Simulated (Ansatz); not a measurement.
Take CdSe in the zinc blende structure (space group F-43m, No. 216) as the base.

```
CELL_PARAMETERS angstrom
      0.00000     3.00374     3.00374
      3.00374     0.00000     3.00374
      3.00374     3.00374     0.00000
ATOMIC_POSITIONS crystal
  Cd 0.00000 0.00000 0.00000
  Se 0.25000 0.25000 0.25000
```

Cartesian axes are those of the cell as printed.

Method: LDA (Ansatz, a first-principles code, PAW, without spin-orbit coupling).

Now apply this change: an isotropic linear strain of +2.00 %; the atoms relax in the strained cell.

**Question.** Predict the stress tensor and what it implies for the stiffness.

**Answer.** Stress of the strained cell less that of the base (GPa, compression positive):
```
  -2.99    0.00    0.00
   0.00   -2.99    0.00
   0.00    0.00   -2.99
```

Then B = −ΔP/(ΔV/V₀) with ΔV/V₀ = 0.0612 gives secant stiffness values (nonlinear terms included at this strain): B ≈ 49 GPa.

As a check, the harmonic strain energy −½ V₀ Δσ:ε is 15 meV/atom; the computed energy rise is 16 meV/atom.

No phonon test of stability was made.
